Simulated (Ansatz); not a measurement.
Ca3GeO in the anti-perovskite structure (space group Pm-3m, No. 221)

```
CELL_PARAMETERS angstrom
      4.67028     0.00000     0.00000
      0.00000     4.67028     0.00000
      0.00000     0.00000     4.67028
ATOMIC_POSITIONS crystal
  Ca 0.50000 0.50000 0.00000
  Ca 0.00000 0.50000 0.50000
  Ca 0.50000 0.00000 0.50000
  Ge 0.00000 0.00000 0.00000
  O  0.50000 0.50000 0.50000
```

Computed with PBEsol (Ansatz, an electronic-structure program, PAW, without spin-orbit coupling). k-mesh 10×10×10 (Γ-centred); smearing 0.05 eV (Fermi–Dirac).

```json
{
 "volume_per_atom": "20.37 Å³",
 "density": "3.40 g/cm³",
 "band_gap": "zero",
 "total_energy": "-2040.229 eV/atom (σ→0; compares only within this code and set-up)"
}
```

Whether these cells are dynamically stable was not tested. All final runs are without spin polarisation. The zero or small gap of Ca3GeO can change with the level of theory.
